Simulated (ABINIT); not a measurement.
# A self-consistent single point of Mg₇Cu (P-6m2, 8 atoms in the cell) with ABINIT

Method: PBEsol, PAW (JTH v2.0 PBE PAW, files made for PBE) (plane waves; ABINIT 10.0.3).

This input was run:

```
# Mg7Cu, JTH v2.0 PBE PAW
pp_dirpath "./"
pseudos "Mg.GGA_PBE-JTH.xml, Cu.GGA_PBE-JTH.xml"
acell 6.1967098384 6.1967098384 5.0107000000 Angstrom
rprim
         1.0000000000    0.0000000061    0.0000000000
        -0.5000000052    0.8660254008    0.0000000000
         0.0000000000    0.0000000000    1.0000000000
natom 8
ntypat 2
znucl 12 29
typat 1 1 1 1 1 1 1 2
xcart
        -0.0000000108    1.7808936146    0.0000000000
        -1.5560558346    4.4760613232    0.0000000000
         1.5560557804    4.4760613421    0.0000000000
         4.5993219602    2.6554198089    2.5053500000
         3.0983549189    0.0556685965    2.5053500000
         1.5973878461    2.6554197908    2.5053500000
         0.0000000000    0.0000000000    2.5053500000
         3.0983549084    1.7888360654    0.0000000000
      Angstrom
ecut 30 Ha
pawecutdg 60 Ha
pawxcdev 0
ixc -116133
occopt 7
tsmear 0.00367493
nband 57
kptopt 1
ngkpt 4 4 5
nshiftk 1
shiftk 0 0 0
nstep 60
tolvrs 1.0e-12
prtwf 0
prtden 0
enunit 1
```

Output, abridged:

```
 Symmetries : space group P-6 m 2 (#187); Bravais hP (primitive hexag.)

 -outvars: echo values of preprocessed input variables --------
            acell      1.1710084520E+01  1.1710084520E+01  9.4688507341E+00 Bohr
             ecut      3.00000000E+01 Hartree
           enunit           1
              ixc     -116133
         kptrlatt        4    0    0      0    4    0      0    0    5
          kptrlen      4.68403381E+01
            natom           8
            nband          57
            ngfft          60      60      48
          ngfftdg          90      90      72
             nkpt          12
            nstep          60
             nsym          12
           ntypat           2
           occopt           7
        pawecutdg      6.00000000E+01 Hartree
         pawxcdev           0
            rprim      1.0000000000E+00  6.1000000000E-09  0.0000000000E+00
                      -5.0000000520E-01  8.6602540080E-01  0.0000000000E+00
                       0.0000000000E+00  0.0000000000E+00  1.0000000000E+00
          spgroup         187
           tolvrs      1.00000000E-12
           tsmear      3.67493000E-03 Hartree
            typat      1  1  1  1  1  1  1  2
           useylm           1
             xred      1.6592666664E-01  3.3185333330E-01  0.0000000000E+00
                       1.6592666664E-01  8.3407333327E-01  0.0000000000E+00
                       6.6814666662E-01  8.3407333327E-01  0.0000000000E+00
                       9.8962666662E-01  4.9481333328E-01  5.0000000000E-01
                       5.0518666664E-01  1.0373333292E-02  5.0000000000E-01
                       5.0518666664E-01  4.9481333328E-01  5.0000000000E-01
                      -3.5662065893E-11 -5.2270077155E-11  5.0000000000E-01
                       6.6666666663E-01  3.3333333328E-01  0.0000000000E+00
            znucl       12.00000   29.00000

== DATASET  1 ==================================================================

 Real(R)+Recip(G) space primitive vectors, cartesian coordinates (Bohr,Bohr^-1):
 R(1)= 11.7100845  0.0000001  0.0000000  G(1)=  0.0853965  0.0493037  0.0000000
 R(2)= -5.8550423 10.1412306  0.0000000  G(2)= -0.0000000  0.0986074  0.0000000
 R(3)=  0.0000000  0.0000000  9.4688507  G(3)=  0.0000000  0.0000000  0.1056094
 Unit cell volume ucvol=  1.1244702E+03 bohr^3
 Angles (23,13,12)=  9.00000000E+01  9.00000000E+01  1.20000000E+02 degrees

 Coarse grid specifications (used for wave-functions):

 getcut: wavevector=  0.0000  0.0000  0.0000  ngfft=  60  60  48
         ecut(hartree)=     30.000   => boxcut(ratio)=   2.05598

 Fine grid specifications (used for densities):

 getcut: wavevector=  0.0000  0.0000  0.0000  ngfft=  90  90  72
         ecut(hartree)=     60.000   => boxcut(ratio)=   2.18069

   1.05385871E+04                                ecore*ucvol(ha*bohr**3)

_setup2: Arith. and geom. avg. npw (full set) are    8824.463    8824.453

--- !BeginCycle
solver: {iscf: 17, nstep: 60, nline: 4, wfoptalg: 10, }
tolerances: {tolvrs: 1.00E-12, }
...

     iter   Etot(hartree)      deltaE(h)  residm     nres2
 ETOT  1  -637.51005889984    -6.375E+02 2.438E+00 3.649E+01
 ETOT  2  -641.98983780860    -4.480E+00 5.239E-02 3.433E+01
 ETOT  3  -641.93103880719     5.880E-02 5.226E-02 8.441E+00
 ETOT  4  -641.92089015084     1.015E-02 8.524E-03 1.084E+00
 ETOT  5  -641.91569484345     5.195E-03 4.236E-03 1.721E-01
 ETOT  6  -641.91587607763    -1.812E-04 4.099E-03 2.436E-02
   [... 7 lines left out ...]
 ETOT 14  -641.91581718292    -1.046E-11 3.091E-04 1.162E-09
 ETOT 15  -641.91581718291     7.049E-12 1.115E-04 2.014E-10
 ETOT 16  -641.91581718290     5.571E-12 1.647E-04 2.468E-12
 ETOT 17  -641.91581718291    -3.865E-12 5.945E-05 1.036E-12
 ETOT 18  -641.91581718292    -1.273E-11 8.227E-05 4.383E-13

 At SCF step   18       nres2   =  4.38E-13 < tolvrs=  1.00E-12 =>converged.

 Cartesian components of stress tensor (hartree/bohr^3)
  sigma(1 1)=  1.18464589E-05  sigma(3 2)=  0.00000000E+00
  sigma(2 2)=  1.18464577E-05  sigma(3 1)=  0.00000000E+00
  sigma(3 3)=  8.90981987E-05  sigma(2 1)= -7.97566916E-13

 ----iterations are completed or convergence reached----

 reduced coordinates (array xred) for    8 atoms
       0.165926666638      0.331853333295      0.000000000000
       0.165926666638      0.834073333274      0.000000000000
       0.668146666617      0.834073333274      0.000000000000
       0.989626666620      0.494813333276      0.500000000000
       0.505186666636      0.010373333292      0.500000000000
       0.505186666636      0.494813333276      0.500000000000
      -0.000000000036     -0.000000000052      0.500000000000
       0.666666666631      0.333333333281      0.000000000000
 cartesian forces (eV/Angstrom) at end:
    1     -0.00000000014365     0.02354963013289    -0.00000000000000
    2      0.02039457801818    -0.01177481494399    -0.00000000000000
    3     -0.02039457787453    -0.01177481518890    -0.00000000000000
    4     -0.05407044086410    -0.03121758402033    -0.00000000000000
    5     -0.00000000038085     0.06243516739134     0.00000000000000
    6      0.05407044124495    -0.03121758337101    -0.00000000000000
    7     -0.00000000000000    -0.00000000000000    -0.00000000000000
    8      0.00000000000000    -0.00000000000000    -0.00000000000000
 frms,max,avg= 2.3592200E-02 6.2435167E-02   0.000E+00  0.000E+00  0.000E+00 e/A
 length scales= 11.710084519534 11.710084519534  9.468850734050 bohr
              =  6.196709838400  6.196709838400  5.010700000000 angstroms
 Fermi (or HOMO) energy (eV) =   4.45390   Average Vxc (eV)=  -8.74784
 Eigenvalues (   eV  ) for nkpt=  12  k points:
 kpt#   1, nband= 57, wtk=  0.01250, kpt=  0.0000  0.0000  0.0000 (reduced coord)
-107.55590  -70.91015  -70.90781  -70.90781  -70.85668  -70.85416  -70.85416  -70.77409
 -65.08660  -65.07614  -65.07614  -37.87631  -37.86222  -37.85508  -37.85508  -37.85483
 -37.85483  -37.83867  -37.83867  -37.83429  -37.81655  -37.81204  -37.81204  -37.79404
 -37.79152  -37.79053  -37.79053  -37.78427  -37.78427  -37.71945  -37.71311  -37.71311
  -2.57989    1.52187    1.66578    1.66578    1.96736    1.96736    2.43453    2.60058
   2.62122    2.62122    3.02625    3.02625    3.03893    3.97210    7.58482    7.66340
   7.66340    7.92175    8.27590    8.45738    8.45738    8.57210    8.57210    8.75206
   9.17606
 prteigrs : prtvol=0 or 1, do not print more k-points.

--- !EnergyTerms
comment             : Components of total free energy in Hartree
kinetic             :  3.51759987566108E+01
hartree             :  1.69018129502747E+02
xc                  : -1.09108136391664E+01
Ewald energy        : -2.82588143205014E+02
psp_core            :  9.37204633422540E+00
local_psp           : -4.66419973757312E+02
spherical_terms     : -9.55623658581245E+01
internal            : -6.41915121866034E+02
'-kT*entropy'       : -6.95439530719620E-04
total_energy        : -6.41915817305564E+02
total_energy_eV     : -1.74674177105073E+04
...

-Cartesian components of stress tensor (GPa)         [Pressure= -1.1061E+00 GPa]
- sigma(1 1)=  3.48534796E-01  sigma(3 2)=  0.00000000E+00
- sigma(2 2)=  3.48534759E-01  sigma(3 1)=  0.00000000E+00
- sigma(3 3)=  2.62135907E+00  sigma(2 1)= -2.34652249E-08

 Calculation completed.
```

The run converged in 18 iterations.

The starting cell comes from a database of computed structures (which also holds hypothetical and non-ambient phases and stackings), without a prior relaxation at this level. Spin polarisation is off. The potentials were made for another functional than the one used.

Cost on one core of a shared machine: roughly 8 min.
